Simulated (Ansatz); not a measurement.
# SrTiO3: pressure series

Start from SrTiO3 in the cubic perovskite structure (space group Pm-3m, No. 221; a = 3.9070 Å).

Cell and atoms are relaxed at each pressure.

All numbers come from Kohn–Sham DFT with the r2SCAN functional, run in Ansatz (a first-principles code) with PAW and 500 eV plane waves, without spin-orbit coupling.

Two rows of this table had their results exchanged by mistake.

```tsv
pressure	volume per atom (Å³)	shortest distance (Å)	band gap
pressure −2 GPa	12.06	1.961	2.24 eV
pressure −1 GPa	11.99	1.957	2.25 eV
pressure 0.3 GPa	11.75	1.944	2.30 eV
pressure 0.7 GPa	11.88	1.951	2.27 eV
pressure 1.5 GPa	11.83	1.948	2.28 eV
pressure 3 GPa	11.91	1.953	2.26 eV
pressure 5 GPa	11.63	1.937	2.32 eV
pressure 7.5 GPa	11.50	1.930	2.34 eV
pressure 10 GPa	11.37	1.923	2.37 eV
```

**Question.** Which two?

**Answer.** The rows for pressure 0.3 GPa and pressure 3 GPa: the volume has to fall steadily with pressure, so 11.91 Å³ belongs to pressure 0.3 GPa and 11.75 Å³ to pressure 3 GPa.

Load acts through the strain it causes; cell and atoms are relaxed under it. No phonon test of stability was made. No other phases were tried under pressure. All final runs are without spin polarisation. Many cubic perovskites are stable only at high temperature; tilts and polar distortions were not tested.
